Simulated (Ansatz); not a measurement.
Fluorite PtAl2, treated with PBE-D3(BJ) in Ansatz (plane waves, PAW).

Settings: plane-wave cutoff 520 eV, 12×12×12 k mesh, Fermi–Dirac smearing 0.1 eV, perturbation theory, scalar-relativistic PAW data made under PBE.

Computed at the level's own relaxed cell.

Al2Pt has the cubic space group Fm-3m (No. 225), Pearson symbol cF12. Conventional cell: a = b = c = 5.885 Å, α = β = γ = 90.00°. Al on 8c is coordinated by 4 Pt at 2.548 Å and 6 Al at 2.942 Å. Pt on 4a is coordinated by 8 Al at 2.548 Å (cubic). (Neighbours: up to the widest gap in distance over summed covalent radii, below 1.35, at either atom.)
(The calculation used a cell of 3 atoms; values per cell refer to that cell.)

Harmonic phonon frequencies (cm⁻¹; i marks an imaginary mode):

| q point | frequencies |
|---|---|
| Γ | 0 0 0 245 245 245 301 301 301 |
| X | 104 104 140 214 238 238 315 315 332 |
| L | 68 68 138 275 275 276 276 277 282 |
| W | 77 116 116 215 236 280 280 315 336 |

No imaginary mode appears at these points.

Note: the dispersion coefficients are held fixed in the derivatives.

Ansatz is an electronic-structure program.
